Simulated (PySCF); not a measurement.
PySCF 2.14.0, PBE0/def2-svpd, df: Mg(OH)2(OH2)2 ([OH][Mg]([OH])(<-[OH2])<-[OH2]), 11 atoms. The geometry is a generated start, not checked to be a minimum at this level.

task: energy
method: pbe0
basis: def2-svpd
two-electron scheme: density fitting
mol.max_memory: 3000 MB
mf.max_cycle: 100
mf.conv_tol: 1e-09 (default)
mf.grids.level: 3 (default)
basis functions: 161
grid points: 133760

```xyz
11

Mg     0.1382     0.0459    -0.1766
O      1.3580    -0.8697    -0.9953
H      2.2537    -0.8101    -1.2993
O      0.1916     0.4687     1.5240
H      0.7916     0.3394     2.2478
O     -0.8593     1.7192    -0.5716
H     -0.6782     2.6459    -0.7377
H     -0.8013     1.5936     0.3896
O     -1.1258    -1.5517    -0.2772
H     -0.9602    -1.7958     0.6409
H     -0.3083    -1.7855    -0.7446
```

With the defaults (mf.DIIS = CDIIS, mf.diis = true, mf.init_guess = minao, mf.diis_damp = 0, mf.level_shift = 0, mf.diis_space = 8) it converges in 12 Fock builds. One run each on 2 threads, 1 BLAS thread, with these changes:
- mf.diis_damp = 0.3
- mf.init_guess = huckel
- mf.diis = false
- mf.init_guess = mod_huckel
- mf.diis_space = 3
- mf.level_shift = 0.3 Hartree
- mf.init_guess = atom
- mf.DIIS = ADIIS
- mf.DIIS = EDIIS

Problem. Name the settings that don't reach the solution of the defaults.

Solution. No convergence: mf.DIIS = EDIIS; mf.diis = false (the run ends without SCF convergence in 100 cycles). The rest reach the solution of the defaults.

| setting | Fock builds | end |
|---|---|---|
| the defaults | 12 | same solution |
| mf.init_guess = mod_huckel | 12 | same solution |
| mf.diis_damp = 0.3 | 12 | same solution |
| mf.init_guess = huckel | 12 | same solution |
| mf.init_guess = atom | 13 | same solution |
| mf.DIIS = ADIIS | 14 | same solution |
| mf.diis_space = 3 | 15 | same solution |
| mf.level_shift = 0.3 Hartree | 16 | same solution |
| mf.DIIS = EDIIS | 101 | no convergence |
| mf.diis = false | 101 | no convergence |
